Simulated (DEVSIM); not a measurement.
System: n-channel Si planar bulk MOSFET with SiO2, at 350 K.

| Quantity | Result |
|---|---|
| Gate length | 25 nm |
| Source drain length | 20 nm |
| Dielectric thickness | 0.9 nm |
| Lateral straggle | 1.4 nm |
| Underlap | 0 nm |
| Junction depth | 10.4 nm |
| Substrate depth | 98 nm |
| Gate work function | 4.22 eV |
| Source and drain doping | 1.2e20 cm⁻³, Gaussian tails under the gate |
| Body doping | 3.7e18 cm⁻³ |
| Lifetime | 2e-7 s |
| Supply | 0.7 V |

All mobilities are scaled by 0.5; velocity saturation, μ/(1 + (μE/vsat)^b)^(1/b) with b = 2 for electrons and 1 for holes and E the electric field along each mesh edge, is on. Mobility is μmin + (μ − μmin)/(1 + (N/Nref)^α).

This is a model device: material constants are rounded textbook-type values typed into the input, and sizes, dopings and lifetimes were drawn at random. Values at 300 K; Nc and Nv go as T^1.5, mobilities as T to minus their exponent, the gap by Varshni's rule with the affinity fixed.

Si: gap (eV) 1.124, affinity (eV) 4.05, permittivity 11.7, Nc (cm⁻³) 2.86e19, Nv (cm⁻³) 3.1e19, μn (cm²/Vs) 1417, μp (cm²/Vs) 470, μn,min 52, μp,min 45, Nref,n 9.7e16, Nref,p 2.2e17, αn 0.68, αp 0.72, T exponent of μn 2.3, T exponent of μp 2.2, vsat,n (cm/s) 1e7, vsat,p (cm/s) 8.4e6, Varshni α (eV/K) 0.000473, Varshni β (K) 636. SiO2: gap (eV) 9, affinity (eV) 0.9, permittivity 3.9.

DEVSIM, 2D drift-diffusion, Boltzmann statistics, complete ionisation; no quantum confinement, tunnelling, impact ionisation, self-heating, contact resistance or fringe fields beside the gate. Metal contacts follow the ideal Schottky-Mott rule: no Fermi-level pinning, no interface dipoles.

Transfer curves, |Id| in μA/μm:

```csv
Vg (V),Vd = 0.05 V,Vd = 0.7 V
-0.21,2.326e-5,0.0001414
-0.175,5.370e-5,0.0003196
-0.14,0.0001244,0.0007272
-0.105,0.0002892,0.001663
-0.07,0.0006735,0.003817
-0.035,0.001571,0.008789
0,0.003669,0.02028
0.035,0.008568,0.04682
0.07,0.01999,0.1080
0.105,0.04654,0.2484
0.14,0.1079,0.5672
0.175,0.2483,1.279
0.21,0.5638,2.817
0.245,1.251,5.972
0.28,2.669,11.95
0.315,5.353,22.18
0.35,9.857,37.85
0.385,16.42,59.56
0.42,24.78,87.27
0.455,34.31,120.6
0.49,44.40,158.9
0.525,54.59,201.7
0.56,64.62,248.3
0.595,74.32,298.3
0.63,83.63,351.3
0.665,92.53,406.9
0.7,101.0,464.8
```

Problem. Work out the subthreshold swing at low drain bias from the rows at -0.035 and 0 V, and compare it with the thermal limit.

Solution. log10(0.003669/0.001571) = 0.368 over 35.0 mV, so S = 95.0 mV/decade. The limit kT/q ln 10 is 69.4 mV/decade; the ratio is 1.37. This is the steepest step of the table.

Problem. Find both thresholds at the constant current 0.1 μA × (1 μm/L) a micrometre, and the DIBL.

Solution. The current is 4.00 μA/μm. Interpolating ln Id gives 0.300 V and 0.226 V; their difference over the 0.65 V of drain bias is 110 mV/V.

Source and drain are degenerate, where Boltzmann statistics are only rough. The electric field that drives the saturation includes the junctions' built-in field, which lowers the mobility there even at small currents: subthreshold currents come out too low, a known weakness of this choice.
